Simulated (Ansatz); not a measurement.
**A computed series for hypothetical zinc blende YP: response to strain**

Base system: YP in the zinc blende structure (space group F-43m, No. 216; a = 6.289 Å; a hypothetical phase, not in the database extracts checked). Axes: x, y, z lie along the cube axes.

Strains are applied to the cell and any free atomic positions relax; under biaxial strain the out-of-plane vector relaxes too.

Calculations: r2SCAN (Ansatz, a first-principles code, PAW, no spin-orbit coupling).

Candidates:
(a) uniaxial strain ε_yy = +2.87 %
(b) isotropic strain +2.98 %
(c) biaxial strain +0.30 %, plane normal [110], relaxed out of plane
(d) biaxial strain −0.94 %, plane normal [110], relaxed out of plane
(e) isotropic strain +3.40 %

Notes on the quantities. energy relative to the base: free energy F.

Q: Order them by energy relative to the base, highest first.

A: (e) isotropic strain +3.40 % (+54 meV/atom), (b) isotropic strain +2.98 % (+42 meV/atom), (a) uniaxial strain ε_yy = +2.87 % (+5.2 meV/atom), (d) biaxial strain −0.94 %, plane normal [110], relaxed out of plane (+1.0 meV/atom), (c) biaxial strain +0.30 %, plane normal [110], relaxed out of plane (+0.1 meV/atom)

A biaxial case was relaxed in a doubled cell and then solved in the primitive one. Whether these cells are dynamically stable was not tested.
